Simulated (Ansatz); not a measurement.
**How the smallest direct gap on the k points sampled of TcAgO4 (I4₁/a, No. 88; start COD 2013356) moves with the method**

No measured value is used here.

| level (code) | value (eV) | cell (Å³/atom) |
|---|---|---|
| LDA (Ansatz) | 1.70 | 13.84 |
| PBEsol (Ansatz) | 1.75 | 13.84 |
| r²SCAN+SOC (Ansatz) | 1.92 | 13.84 |
| r²SCAN+rVV10 (Ansatz) | 1.76 | 13.12 |

Computed values are for a static lattice. Spin–orbit coupling is included only where a level's name says +SOC; with heavier elements it mostly lowers gaps and can invert bands.  r²SCAN+rVV10: the relaxation could not lower the start's symmetry, so the cell can be a saddle point above a distorted one. Values are at the measured cell; r²SCAN+rVV10 at the level's own equilibrium cell. Cutoffs differ between the levels. Ansatz's density-functional and Hartree–Fock values are scalar-relativistic unless marked +SOC, with PAW data made under PBE.

Ansatz is a first-principles code.
